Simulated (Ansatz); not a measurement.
Si (diamond structure), cut as (110) film, 12 layers, ended by OH

Cell contents Si24O4H4 (32 atoms). The cell is periodic, with vacuum round the object.

The numbers are results of PBE (plane waves to 420 eV, PAW; Ansatz, a program for electronic structure), not measurements.

k-points: Γ-centred 5×7×1 mesh; occupations: Fermi-Dirac, 0.020 eV; spin polarisation not allowed. Scalar-relativistic, no spin-orbit coupling.

 The in-plane lattice is held at the bulk value.

- electronic character = not metallic
- Kohn-Sham band gap = 0.75 eV
- change of bonding against the cut = none
- number of neighbours within 2.841 Å (ending not counted) = 3 for 4 atoms, 4 for 20 atoms
- mean Si-Si distance (least to greatest) = 2.373 Å (2.367 to 2.392)
- cost of relaxation and final run = around 0.5 core-hours (rough)
